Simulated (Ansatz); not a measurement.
## Carrier properties of MgS (Fm-3m)

```xyz
2
Lattice="0.0000 2.5909 2.5909 2.5909 0.0000 2.5909 2.5909 2.5909 0.0000" Properties=species:S:1:pos:R:3 pbc="T T T"
Mg     0.0000     0.0000     0.0000
S      2.5909     2.5909     2.5909
```

Level of theory: PBEsol, rigid bands (plane waves, PAW, scalar-relativistic; Ansatz, an electronic-structure program). How the cell was made: cell and atoms relaxed with PBEsol.

```json
{
  "band_gap": "2.73 eV",
  "electron conductivity mass (300 K, dilute)": "0.35 mₑ",
  "hole conductivity mass (300 K, dilute)": "1.00 mₑ",
  "effective density of states N_c (300 K)": "1.7e19 cm⁻³",
  "effective density of states N_v (300 K)": "1.8e20 cm⁻³",
  "density_of_states_mass_electrons": "0.77 mₑ",
  "density_of_states_mass_holes": "3.7 mₑ",
  "Seebeck coefficient, n-type 1e19 cm⁻³, 300 K": "-261 μV/K",
  "best n-type power factor at 300 K for τ = 10 fs (best axis; densities from 1e16 to 1e21 cm⁻³ tried, whether or not they can be reached)": "7.3 μW/(cm·K²) at 1e20 cm⁻³",
  "Seebeck coefficient, p-type 1e19 cm⁻³, 300 K": "459 μV/K",
  "best p-type power factor at 300 K for τ = 10 fs (best axis; densities from 1e16 to 1e21 cm⁻³ tried, whether or not they can be reached)": "26 μW/(cm·K²) at 3e20 cm⁻³"
}
```

Rigid bands; masses and Seebeck coefficients take one relaxation time τ for all states and one kind of carrier; polarons and phonon drag are left out. Spin-orbit coupling is left out; where it splits the top of the valence band, N_v and the p-type Seebeck coefficient come out somewhat high without it.
